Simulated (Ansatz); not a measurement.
Data:

```xyz
4
Lattice="4.4531 0.0000 0.0000 0.0000 4.4531 0.0000 0.0000 0.0000 4.4531" Properties=species:S:1:pos:R:3 pbc="T T T"
Sc     0.0000     0.0000     0.0000
In     0.0000     2.2266     2.2266
In     2.2266     0.0000     2.2266
In     2.2266     2.2266     0.0000
```

Computed with PBEsol, DFPT electron-phonon coupling, linearised Boltzmann equation (plane waves, PAW, scalar-relativistic; Ansatz, an electronic-structure program). Cell: relaxed with this functional, without spin-orbit coupling.

Task: What phonon-limited resistivity does this give at 300 K?

Result: 14.1 μΩ·cm.

A metal at this level (no band gap). Only scattering by harmonic phonons is included (no impurities, grain boundaries, electron-electron scattering or thermal expansion). Spin-orbit coupling is left out. Halving the electron mesh (20x20x20) moves the resistivity by up to 10 % at 300 K. Smearing 0.20 eV; phonons on a 3x3x3 q mesh, which this run doesn't test.

Formula and space group known from diffraction (Crystallography Open Database), not checked to be the room-temperature form: ScIn3 (Pm-3m).
